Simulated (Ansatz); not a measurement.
Structure of amorphous Cu$_{22}$Sn$_{3}$I$_{28}$ (periodic cell):

```xyz
53
Lattice="11.6527 -0.3657 -0.0061 -0.3657 11.5488 0.6415 -0.0061 0.6415 11.5165" Properties=species:S:1:pos:R:3 pbc="T T T"
Cu     3.0341     2.9739     0.5713
Cu     9.3244     1.0615     1.9958
Cu     2.7941     9.5994     3.4256
Cu     6.6553     3.8435     5.0902
Cu     1.9545     2.9311     2.9942
Cu     5.4734    10.2486     0.8786
Cu     4.1997     0.7555     0.8120
Cu    -0.0928     6.7439     6.1286
Cu    -0.0021     4.8832     7.9769
Cu    10.9848    10.9109     5.7381
Cu     7.5214     4.2009     7.5265
Cu     3.3327    11.2416    11.1111
Cu     3.1251     5.0425     3.9688
Cu     9.7122     5.4093     2.4612
Cu     7.8247     9.6362    10.9118
Cu    10.2899     3.0072     3.5681
Cu     3.4040     2.1764     9.9310
Cu     9.1016     8.1521     9.2749
Cu     6.3580     8.0322     9.6647
Cu     5.8458     1.4748    10.3935
Cu     3.3231    10.2012     7.7663
Cu     7.4597     9.7049     8.0863
Sn     5.5141    10.5738     9.7094
Sn     9.3176     4.7380     5.4846
Sn     5.7041     6.0414     6.4241
I      7.6549     5.8344     9.5612
I      5.5695    11.0062     6.7138
I     11.3143     6.9640     3.7069
I      0.4465     2.2690     4.9990
I      3.9978     7.7322     8.5563
I      9.7633     2.8593     8.1118
I     11.3581     7.0641     8.5569
I      1.9168     4.2445     9.7935
I      4.2347     7.3923     4.2149
I      9.7006    10.3955     3.5786
I      5.0718    10.9758     3.2863
I     10.1557     3.2861     0.9931
I      1.6235     9.9303     5.7173
I      2.0689     5.2877     6.3559
I      5.6535     2.9562     0.5440
I      5.7827     7.6923     0.7417
I      9.8648    10.6189     8.1207
I      2.1213     5.1714     1.6432
I      4.3391     2.8101     4.4816
I      1.6832     0.8662     1.4680
I      9.8036     8.2548    11.9016
I      8.1268     1.7994     4.4288
I      7.2286     5.4849     3.1119
I      8.3050     0.6052    11.0794
I      1.8433    11.8653     9.0981
I      7.8921     7.9296     6.0660
I      5.5216     2.6408     8.1147
I      2.0542     8.9305     1.0649
```

Computed with PBE-D3(BJ), scalar-relativistic without spin-orbit coupling (plane waves to 420 eV, PAW; Ansatz, an electronic-structure program).

A CHGNet melt-quench gave the starting glass, which DFT then relaxed. The hot cell started wider than the set density and was brought back towards it in steps. It is the lowest in DFT energy of 3 quenches. It is a model cell: composition and starting density were chosen by hand, and all elements were melted together. The geometry includes D3(BJ) dispersion. Its density started from a set value of 6.04 and ended at 5.71 g/cm³. The quench (nominally 76 K/ps over its main leg) was far faster than any real one, so the model tends to hold more defects than a real film. One small periodic cell is one sample of the glass; other quenches scatter about these values. Volume and shape were free in the relaxation.

Neighbours within Cu-Cu 3.20 Å, Cu-Sn 3.25 Å, Cu-I 3.14 Å, Sn-Sn 3.34 Å, Sn-I 3.34 Å, I-I 3.34 Å count as bonded.

Give the coordination numbers, mean bond lengths and angles.


```yaml
Mean coordination of Cu: 6.23 (2 with 4, 5 with 5, 5 with 6, 6 with 7, 4 with 8)
Mean coordination of Sn: 6.67 (1 with 5, 1 with 7, 1 with 8)
Mean coordination of I: 2.89 (4 with 2, 23 with 3, 1 with 4)
Mean Cu-I bond: 2.641 Å (spread 0.092 Å, 75 counted)
Mean Cu-Cu bond: 2.637 Å (spread 0.125 Å, 24 counted)
Mean Cu-Sn bond: 2.796 Å (spread 0.117 Å, 14 counted)
Mean Sn-I bond: 3.106 Å (spread 0.139 Å, 6 counted)
Bond angle at Cu: mean 98.7°, spread 30.8°
Bond angle at Sn: mean 100.6°, spread 34.2°
Bond angle at I: mean 93.5°, spread 29.3°
```
